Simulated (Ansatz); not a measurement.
A relaxation of the atoms of Tc₃Ir (P3m1, 8 atoms in the cell) with Ansatz (a program for electronic structure).

Computed with LDA (PW92), default PAW files made with PBE (plane waves; Ansatz).

The change in words: one atom moved by 0.15 angstrom; relax: default → atoms; relax.f_tol: default → 0.1 eV/Å. Reference geometry:
```yaml
crystal:
  lattice:
    - [5.47924, 0.00000, 0.00000]
    - [-2.73962, 4.74516, 0.00000]
    - [0.00000, 0.00000, 4.32898]
  atoms:
    - { symbol: Tc, position: [0.83969, 0.16031, 0.75000] }
    - { symbol: Tc, position: [0.16031, 0.83969, 0.25000] }
    - { symbol: Tc, position: [0.67938, 0.83969, 0.25000] }
    - { symbol: Tc, position: [0.32062, 0.16031, 0.75000] }
    - { symbol: Tc, position: [0.83969, 0.67938, 0.75000] }
    - { symbol: Tc, position: [0.16031, 0.32062, 0.25000] }
    - { symbol: Ir, position: [0.66667, 0.33333, 0.25000] }
    - { symbol: Ir, position: [0.33333, 0.66667, 0.75000] }
```

Reference input (self-consistent single point, DFT, LDA (PW92), plane waves, default PAW files made with PBE): basis.ecutwfc = 36.7 Ry; kpoints.mp_grid.grid = 5 5 6; hamiltonian.xc = lda; hamiltonian.pseudopotentials = {kind: paw} (the program's default PAW files); scf.occupations.method = fermi_dirac; scf.occupations.width = 0.0073 Ry. This run's input differs from it in these lines:

```diff
@@ -12,3 +12,3 @@
     - { symbol: Tc, position: [0.16031000, 0.32062000, 0.25000000] }
-    - { symbol: Ir, position: [0.66666700, 0.33333300, 0.25000000] }
+    - { symbol: Ir, position: [0.66666700, 0.33333300, 0.28465000] }
     - { symbol: Ir, position: [0.33333300, 0.66666700, 0.75000000] }
@@ -23,2 +23,4 @@
   occupations: { method: fermi_dirac, width: 0.0073 Ry }
+relax:
+  f_tol: 0.1
 output:
```

The program printed (abridged):

```
   [... SCF lines of the steps left out ...]
relax step   1: F+E_penalty+E_count = -55016.28517366 eV  Δ(F+E_penalty+E_count) = +0.000e0 eV  max|allowed force component| = 1.760e0 eV/Å  Δτ_max = 0.0000 Å  (7 SCF iters, dr2 threshold 1.00e-4 eV, accepted)
relax step   2: F+E_penalty+E_count = -55016.41085777 eV  Δ(F+E_penalty+E_count) = -1.257e-1 eV  max|allowed force component| = 3.203e-1 eV/Å  Δτ_max = 0.1561 Å  (6 SCF iters, dr2 threshold 1.00e-4 eV, accepted)
relax step   3: F+E_penalty+E_count = -55016.41849685 eV  Δ(F+E_penalty+E_count) = -7.639e-3 eV  max|allowed force component| = 1.938e-2 eV/Å  Δτ_max = 0.0250 Å  (6 SCF iters, accepted)
the relaxation is at rest under the 6 symmetry operations that the run kept from its start: a minimum is not shown …
Free energy (F): -55016.418497 eV
Internal energy: -55016.210299 eV  (E = F + TS)
E sigma→0 (E₀):  -55016.314398 eV
Entropy (-TS):   -0.208198 eV (-26.025 meV/atom)
Fermi energy:    23.223931 eV
--- Forces (eV/Å), atoms counted from 1 ---
  atom   1  Tc    -0.01678031     0.00968812    -0.00060559
  atom   2  Tc    -0.01422836     0.00821475     0.00109131
  atom   3  Tc     0.01422836     0.00821474     0.00109131
  atom   4  Tc     0.01678031     0.00968812    -0.00060559
  atom   5  Tc    -0.00000000    -0.01937624    -0.00060559
   [... lines left out ...]
    - { symbol: Tc, position: [0.8385000782575782, 0.6770001565151563, 0.7543544199786225] }
    - { symbol: Tc, position: [0.1616927932987463, 0.3233855865974926, 0.2542994501015269] }
    - { symbol: Ir, position: [0.6666666666666666, 0.33333333333333337, 0.2543642138778466] }
    - { symbol: Ir, position: [0.33333333333333337, 0.6666666666666667, 0.7543241758817056] }
```

The run converged.  The full log also holds: “iter 5 did not close the SCF: its close was put off for the readings that it lacked (scf_convergence_deferred on its scf_iter line)”. The full log also holds: “iter 5 did not close the SCF: its close was put off for the readings that it lacked (scf_convergence_deferred on its scf_iter line)”.

Summary of the result:
- Free energy E − TS (on the zero of these files) = -55016.4185 eV
- Fermi level (on the code's own zero) = 23.22 eV
- Pressure = -8.42 GPa
- Largest force (vector length) = 0.019 eV/Å
- Relaxation steps = 3

The starting cell comes from a database of computed structures (which also holds hypothetical and non-ambient phases and stackings), without a prior relaxation at this level. Its lattice was rescaled by up to half a per cent. For this run, on top of that: one atom moved by 0.15 angstrom. Spin polarisation is off. The relaxation keeps the symmetry of its start, so its end need not be a minimum. Ansatz's pressure includes its estimate of the finite-basis (Pulay) stress. The cutoff lies below the one recommended for these files.

Cost on one core of a shared machine: roughly 80 s.

Keys are those of Ansatz 0.2.
